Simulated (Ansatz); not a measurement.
B2CO (model structure, P-4m2, No. 115, 4 atoms in the cell) was calculated with G0W0@PBEsol (Ansatz, an electronic-structure program, plane waves, hard PAW, contour deformation).

The cell is the one relaxed with PBEsol. Conventional cell: a = 2.6448 Å, b = 2.6448 Å, c = 3.6513 Å, α = 90.00°, β = 90.00°, γ = 90.00°.

One run with a 8×8×6 mesh, response cutoff 100 eV and 107 empty bands, not extrapolated in mesh or basis; no spin–orbit coupling.

Highest filled and lowest empty level by k point (fractions of the reciprocal vectors of the cell (2.645 -0.000 0.000) (-0.000 2.645 0.000) (0.000 0.000 3.651) Å; eV from the valence maximum of each method):

```csv
k,PBEsol filled,PBEsol empty,QP filled,QP empty
0 0 0,0.00,2.31,0.00,3.69
0 0 -0.5,-1.49,5.39,-1.69,6.94
0 0.25 0.333,-0.68,5.58,-0.82,7.21
0 0.375 0.167,-0.27,5.88,-0.39,7.55
0.125 0.375 -0.5,-1.19,6.17,?,?
0.125 -0.5 0.333,-1.02,6.11,-1.21,7.77
0.25 0.25 0,-2.31,5.65,-2.58,7.25
0.25 -0.5 -0.5,-2.60,6.43,?,?
```

Problem. Estimate the withheld levels to about 0.1 eV.

Solution. 
- 0.125 0.375 -0.5, QP filled: -1.38
- 0.125 0.375 -0.5, QP empty: 7.84
- 0.25 -0.5 -0.5, QP filled: -2.89
- 0.25 -0.5 -0.5, QP empty: 8.19

Note: the relaxation could raise the start's symmetry but not lower it, so the cell can be a saddle point.

A model structure was made by putting elements into a prototype or built by hand; it is no filed structure, need not be a known phase, and can be a saddle point held by its symmetry.
